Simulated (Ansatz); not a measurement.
The reference is Sn in the diamond structure (space group Fd-3m, No. 227; a = 6.474 Å; relaxed with 0.1 eV smearing). Axes: x, y, z lie along the cube axes.

The values are results of LDA (Ansatz, a first-principles code), no spin-orbit coupling, not measurements.

For the base:

The shortest interatomic distance is 2.804 Å. The pressure is 0.0 GPa.

Perturbation: tensor shear ε_xy = +1.43 % (engineering shear γ = 0.0286), atoms relaxed at fixed cell.

### Question
Estimate the effect on the largest internal atomic displacement, shortest interatomic distance and pressure.

### Answer
The largest internal atomic displacement comes out as 0.016 Å; the shortest interatomic distance decreases by 0.008 Å to 2.796 Å; the pressure (mean of the normal stresses, compression positive) remains 0.0 GPa.

The cells carry an imposed strain or load. Stability against distortions was not tested.
